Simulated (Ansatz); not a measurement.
Functionals compared on a constructed model of the (0001) surface of hcp Hf, a pseudomorphic layer of V in the host's stacking (bottom of the slab: a bare face, its two planes held), in Ansatz (plane waves, PAW). The structure was relaxed with PBE; the other rows are single points on it. Cutoff 420 eV.

Model: 7-atom slab, 15.5 Å thick at the start, 13x13x1 mesh, Fermi-Dirac 0.1 eV, dipole correction, 2 atoms held, the rest relaxed; symmetry of the start imposed; spin-polarised, ending with about 2.3 μB a cell; orders that need a larger cell were not tried, no spin-orbit, no U. It is one candidate, not shown to be the stable structure of the face. These notes are the PBE run's.

| functional | work function of the top face (eV) | magnetic moment of the cell (μB) | rough cost of the single point |
|---|---|---|---|
| PBE | 3.51 | 2.28 | – |
| RPBE | ___ | 2.27 | roughly 6 core-minutes |

What belongs in the gaps?


- RPBE, work function of the top face (eV): 3.35

Ansatz is an electronic-structure program.
